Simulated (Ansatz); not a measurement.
A user runs Ansatz (a quantum-chemistry and plane-wave program) on BeRe (Pm-3m, 2 atoms in the cell) and asks whether the run is sound. The aim is a self-consistent single point with DFT, PBE, plane waves, default PAW files.

Cell that was meant: a = 2.8609 Å, b = 2.8609 Å, c = 2.8609 Å, α = 90.00°, β = 90.00°, γ = 90.00°.

Part of the input:

Ansatz 0.2 input:
```yaml
  ecutwfc: 30.9 Ry
kpoints:
  mp_grid:
    grid: [2, 2, 2]
hamiltonian:
  xc: pbe
  pseudopotentials:
[...]
scf:
  occupations:
    method: fermi_dirac
    width: 0.0001 Ry
output:
  forces: true
  eigenvalues: true
```

The program printed (abridged):

```
WARN ansatz: RAYON_NUM_THREADS=1 ignored (pool sized by the plan → 1); use --threads N
Pseudopotentials: kind: paw
   [... lines left out ...]
Bands: 13, of which v1, the nominal top of the filled ones, is band 9 counted from 1 (8 counted from 0)
Symmetry: 48 space group operations
Space group: Pm-3m (ITA 221), of the structure as read, at distance tolerance 2.9e-5 Å
k-points: 4 of 8
Initial density: superposition of atomic densities (neutral atoms: chi_scale 0, normalization atom), corrected by the library's trained network
Initial wavefunctions: pseudopotential atomic-orbital guess
Eigensolver: davidson
Functional: x = pbe(κ = 0.804, μ = 0.2195149727645171), c = pbe(β = 0.06672455060314922)
SCF iter   1: F=—  HF=-10960.628725 eV  |F-HF|=—  |Δ(HF+E_count)|=         —  Δρ=3.37e-2  dr2=3.98e-1  ethr=1.77e-3  ⟨swp⟩=5.5  Hψ=278  notcnv=0
all-band conjugate gradients solve this SCF's bands
preconditioner: auto → none
SCF iter   2: F=—  HF=-10960.522987 eV  |F-HF|=—  |Δ(HF+E_count)|=   1.06e-1  Δρ=1.88e-2  dr2=1.18e-1  ethr=1.77e-3  ⟨swp⟩=2.0  Hψ=96  notcnv=0  defer=1
SCF iter   3: F=—  HF=-10960.478279 eV  |F-HF|=—  |Δ(HF+E_count)|=   4.47e-2  Δρ=1.14e-3  dr2=2.40e-4  ethr=6.97e-4  ⟨swp⟩=2.0  Hψ=82  notcnv=0  defer=3
SCF iter   4: F=—  HF=-10960.478282 eV  |F-HF|=—  |Δ(HF+E_count)|=   2.07e-6  Δρ=2.32e-4  dr2=1.11e-5  ethr=1.41e-6  ⟨swp⟩=2.5  Hψ=118  notcnv=0  defer=3
SCF iter   5: F=—  HF=-10960.478341 eV  |F-HF|=—  |Δ(HF+E_count)|=   5.91e-5  Δρ=1.74e-5  dr2=4.26e-8  ethr=6.52e-8  ⟨swp⟩=2.5  Hψ=87  notcnv=0  defer=3
SCF iter   6: F=-10960.478341 eV  HF=-10960.478341 eV  |F-HF|=5.09e-11  |Δ(HF+E_count)|=   1.06e-8  Δρ=1.37e-6  dr2=2.09e-10  ethr=2.51e-10  ⟨swp⟩=4.0  Hψ=198  notcnv=0
SCF 1 converged in 6 iterations: F = -10960.478341 eV  dr2 = 2.09e-10
Free energy (F): -10960.478341 eV
Internal energy: -10960.476926 eV  (E = F + TS)
E sigma→0 (E₀):  -10960.477633 eV
Entropy (-TS):   -0.001415 eV (-0.707 meV/atom)
Fermi energy:    16.817721 eV
--- Forces (eV/Å), atoms counted from 1 ---
  atom   1  Be     0.00000000     0.00000000     0.00000000
  atom   2  Re    -0.00000000    -0.00000000     0.00000000
--- Stress (GPa, compression-positive) ---
       -9.672746       0.000000       0.000000
       -0.000000      -9.672746      -0.000000
        0.000000       0.000000      -9.672746
  P = ⅓ Tr σ = -9.6727 GPa (-96.727 kbar)
  The stress holds the Pulay correction. Without it, at fixed plane waves, as pw.x and ABINIT print it: P = -9.7973 GPa
```

Task: Can these results be used? Check the input.

Result: The run is not sound. The fault is a very narrow smearing on a coarse mesh in a metal. With few k-points and almost sharp occupations, levels near the Fermi level switch between full and empty, and the Fermi surface is badly sampled. To fix it, use a denser mesh with a moderate width. The run converged in 6 iterations without an error; against the sound input the free energy rises by 43.6 meV/atom and the pressure goes from -7.18 to -9.67 GPa.

An input that runs soundly differs in these lines (not the only fix; some lines may just follow from the change or write a value another way):
```diff
-    grid: [2, 2, 2]
+    grid: [8, 8, 8]
-    width: 0.0001 Ry
+    width: 0.0073 Ry
```

With that input, the run converged in 6 iterations: free energy E − TS (on the zero of these files) -10960.5656 eV; Fermi level (on the code's own zero) 17.45 eV; pressure -7.18 GPa (DFT, PBE, plane waves, default PAW files).

On the sound input: the starting cell was generated: these elements placed on a structure prototype, without a prior relaxation; it need not be a known phase or ordering of this composition. Its lattice was rescaled by a random factor within 2.5 % of one. Spin-orbit coupling is off. Spin polarisation is off. With a pressure of about -7 GPa the cell is away from its equilibrium volume at this level. Ansatz's pressure includes its estimate of the finite-basis (Pulay) stress.
